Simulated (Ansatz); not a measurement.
Consider FeO in the rock salt structure (space group Fm-3m, No. 225; ferromagnetic).

```
CELL_PARAMETERS angstrom
      0.00000     2.13217     2.13217
      2.13217     0.00000     2.13217
      2.13217     2.13217     0.00000
ATOMIC_POSITIONS crystal
  O  0.00000 0.00000 0.00000
  Fe 0.50000 0.50000 0.50000
```

The values are results of r2SCAN (Ansatz, an electronic-structure program; PAW; 500 eV plane waves; no SOC), not measurements.

For the base:

The largest site moment comes out as 3.52 μB, the magnetic state is ferromagnetic and the lattice parameter a comes out as 426.4 pm.

The change: every Fe is replaced by Mn, then cell and atoms are relaxed.

Problem. Predict the new largest site moment.

Solution. The largest site moment increases by 0.75 μB (3.52 μB → 4.27 μB).

Problem. Predict the new magnetic state.

Solution. The magnetic state remains ferromagnetic.

Problem. What does the calculation give for the lattice parameter a after the change?

Solution. The lattice parameter a goes up by 18.6 pm, from 426.4 pm to 445.0 pm.

Whether these cells are dynamically stable was not tested. No Hubbard U is applied and the magnetic state is the run's own (MnO ferromagnetic; FeO ferromagnetic); small cells can't hold the antiferromagnetic order that many such compounds have, so gaps and moments can be off. In its common phase, real MnO is an antiferromagnetic insulator at low temperature. In its common phase, real FeO is an antiferromagnetic insulator at low temperature.
